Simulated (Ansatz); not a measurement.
The structure below was relaxed with Ansatz (an electronic-structure program) PBE, no spin-orbit coupling.

```yaml
crystal:
  lattice:
    - [6.71865, 0.00000, 0.00000]
    - [0.00000, 6.71865, 0.00000]
    - [0.00000, 0.00000, 4.10473]
  atoms:
    - { symbol: Te, position: [0.00000, 0.00000, 0.00000] }
    - { symbol: Te, position: [0.50000, 0.50000, 0.50000] }
    - { symbol: Se, position: [0.30031, 0.30031, 0.00000] }
    - { symbol: Se, position: [0.80031, 0.19969, 0.50000] }
    - { symbol: Se, position: [0.19969, 0.80031, 0.50000] }
    - { symbol: Se, position: [0.69969, 0.69969, 0.00000] }
```

### Question
Find the space group and the Wyckoff positions.

### Answer
Space group P4₂/mnm (No. 136); a = b = 6.719 Å, c = 4.105 Å, α = β = γ = 90.00°

| atom | site | symmetry | x | y | z |
|---|---|---|---|---|---|
| Te | 2a | m.mm | 0.0000 | 0.0000 | 0.0000 |
| Se | 4f | m.2m | 0.3003 | 0.3003 | 0.0000 |

Whether these cells are dynamically stable was not tested. All final runs are without spin polarisation. The cell was made from WSe2 by this change: W → Te; the result is a hypothetical phase, not in the database extracts checked.
